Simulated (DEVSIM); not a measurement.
abrupt Si p-n junction

Structure: abrupt Si p-n junction, at 300 K.

| layer (left to right) | material | thickness (μm) | Nd (cm⁻³) | Na (cm⁻³) | τn (s) | τp (s) |
|---|---|---|---|---|---|---|
| 1 | Si | 1.20 | - | 3.9e13 | 3.6e-5 | 3.6e-5 |
| 2 | Si | 130 | 4.8e17 | - | 3.6e-5 | 3.6e-5 |

Left contact: ohmic. Right contact: ohmic. Voltage is applied to the left contact. Recombination: SRH at mid-gap, radiative. Mobility is μmin + (μ − μmin)/(1 + (N/Nref)^α).

This is a model device: material constants are rounded textbook-type values typed into the input, and sizes, dopings and lifetimes were drawn at random. Values at 300 K.

| parameter | Si |
|---|---|
| gap (eV) | 1.124 |
| affinity (eV) | 4.05 |
| permittivity | 11.7 |
| Nc (cm⁻³) | 2.86e19 |
| Nv (cm⁻³) | 3.1e19 |
| μn (cm²/Vs) | 1417 |
| μp (cm²/Vs) | 470 |
| μn,min | 52 |
| μp,min | 45 |
| Nref,n | 9.7e16 |
| Nref,p | 2.2e17 |
| αn | 0.68 |
| αp | 0.72 |
| B (cm³/s) | 4.7e-15 |

Model (solved in DEVSIM): 1D drift-diffusion, Boltzmann statistics, complete ionisation; no tunnelling, impact ionisation, image-force lowering or self-heating.

| Property | Result |
|---|---|
| Potential step across the device at zero bias | 0.667 V |
| Largest field in the device at zero bias | 38000 V/cm |
| Dark forward voltage at 1 A/cm² | 0.369 V |
| Dark forward voltage at 100 A/cm² | 0.623 V |

Dark reverse current:

```json
[
 {"V (V)": "-0.40", "J (A/cm²)": "-5.3e-6"},
 {"V (V)": "-1.00", "J (A/cm²)": "-8.8e-6"},
 {"V (V)": "-2.00", "J (A/cm²)": "-1.4e-5"},
 {"V (V)": "-3.00", "J (A/cm²)": "-2.0e-5"},
 {"V (V)": "-4.00", "J (A/cm²)": "-2.6e-5"},
 {"V (V)": "-6.00", "J (A/cm²)": "-3.7e-5"},
 {"V (V)": "-8.00", "J (A/cm²)": "-4.8e-5"},
 {"V (V)": "-10.00", "J (A/cm²)": "-5.9e-5"},
 {"V (V)": "-13.00", "J (A/cm²)": "-7.6e-5"},
 {"V (V)": "-16.00", "J (A/cm²)": "-9.2e-5"},
 {"V (V)": "-20.00", "J (A/cm²)": "-0.00011"}
]
```

Small-signal capacitance in reverse bias (quasi-static):

```tsv
V (V)	C (nF/cm²)
-0.4	8.98
-1	8.81
-2	8.70
-3	8.65
-4	8.62
-6	8.59
-8	8.57
-10	8.55
-13	8.53
-16	8.50
-20	8.47
```
